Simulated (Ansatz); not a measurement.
# Ta: tensor shear ε_xy = +2.00 %

The parent structure is Ta in the bcc (W type) structure (space group Im-3m, No. 229; a = 3.254 Å; relaxed with 0.1 eV smearing). Axes: x, y, z lie along the cube axes.

It is then changed as follows: a pure shear with ε_xy = ε_yx = 0.0200; the atoms relax in the strained cell.

Computed with Kohn–Sham DFT with the LDA functional, run in Ansatz (a quantum-chemistry and plane-wave program) with PAW and 420 eV plane waves, no SOC. Γ-centred 28×28×28 mesh, Fermi–Dirac width 0.1 eV.

```csv
quantity,base,changed,shift
volume per atom,17.23 Å³,17.22 Å³,-0.01 Å³
space group,Im-3m (No. 229),Fmmm (No. 69),–
shortest interatomic distance,281.8 pm,278.1 pm,-3.7 pm
energy relative to the base (free energy F),0 meV/atom,+6.0 meV/atom,+6.0 meV/atom
band gap,zero,zero,–
"stress (xx, yy, zz, yz, xz, xy; compression positive)",–,"(0.1, 0.1, 0.3, 0.0, 0.0, -2.7) GPa",–
```

Final structure:

```xyz
1
Lattice="-1.5945 1.5945 1.6270 1.5945 -1.5945 1.6270 1.6596 1.6596 -1.6270" Properties=species:S:1:pos:R:3 pbc="T T T"
Ta     0.0000     0.0000     0.0000
```

Cost of the whole job for the changed cell (relaxation, final SCF and bands): around 50 core-seconds (rough).

Stability against distortions was not tested. The final runs are not spin-polarised.
